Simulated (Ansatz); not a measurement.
The reference is Ag in the fcc (Cu type) structure (space group Fm-3m, No. 225; relaxed with 0.1 eV smearing).

```
Ag
1.0
    0.00000     2.00044     2.00044
    2.00044     0.00000     2.00044
    2.00044     2.00044     0.00000
Ag
1
Direct
  0.00000   0.00000   0.00000
```

Cartesian axes are those of the cell as printed.

Method: LDA (Ansatz, a quantum-chemistry and plane-wave program, PAW, without spin-orbit coupling).

Before the change:

```
Item                             Value
-----------------------------  -------
Shortest interatomic distance  2.829 Å
```

Perturbation: tensor shear ε_xy = +0.57 % (engineering shear γ = 0.0114), atoms relaxed at fixed cell.

Q: Predict the new stress, energy relative to the base and shortest interatomic distance.

A: The stress (xx, yy, zz, yz, xz, xy; compression positive) is (0.0, 0.0, 0.0, 0.0, 0.0, -0.7) GPa; the energy goes up by 0.4 meV/atom; the shortest interatomic distance drops by 0.016 Å (2.829 Å → 2.813 Å).

The cells carry an imposed strain or load. No phonon test of stability was made.
